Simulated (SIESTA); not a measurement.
Band structure of a sheet of PtS2 (3 atoms in the cell).

```xyz
3
Lattice="3.3540 0.0000 0.0000 -1.6770 2.9047 0.0000 0.0000 0.0000 16.7926" Properties=species:S:1:pos:R:3 pbc="T T T"
Pt     0.0000     0.0000     8.3963
S      0.0000     1.9364     9.7926
S      1.6770     0.9682     7.0000
```

Method of the run: GGA PBE, numerical atomic orbitals DZP, PseudoDojo PBE standard norm-conserving potentials (rewritten from UPF to PSML) (SIESTA 5.4.2).

Settings: XC.functional = GGA; XC.authors = PBE; potentials = PseudoDojo PBE standard; PAO.BasisSize = DZP; PAO.EnergyShift = 0.005 Ry; MeshCutoff = 300 Ry; kgrid.MonkhorstPack = 11 11 1; OccupationFunction = FD; ElectronicTemperature = 1160.45 K; MaxSCFIterations = 150; SCF.Mixer.Method = Pulay; SCF.Mixer.Weight = 0.1; SCF.Mixer.History = 8; SCF.DM.Tolerance = 1.0E-05.

The starting cell was generated: these elements placed on a structure prototype, without a prior relaxation; it need not be a known phase or ordering of this composition. Its lattice was rescaled in the plane by a random factor within 2.5 % of one. Spin-orbit coupling is off. Values carry the incompleteness of an atom-centred basis.

Predict the gap along the standard path and the places of the band edges.

The gap along the path is 1.26 eV, from a point between Γ and M to a point between K and Γ; the smallest direct gap on it is 1.63 eV.

Levels in eV from the top of the valence band on the path, bands 12 to 16:
| point | 12 | 13 | 14 | 15 | 16 |
|---|---|---|---|---|---|
| Γ | -1.78 | -1.47 | -0.04 | -0.04 | 2.84 |
| M | -2.30 | -2.12 | -1.70 | -1.64 | 2.56 |
| K | -3.09 | -2.55 | -0.98 | -0.98 | 1.77 |

Higher empty bands are left out: an atom-centred basis made for the valence describes them poorly.
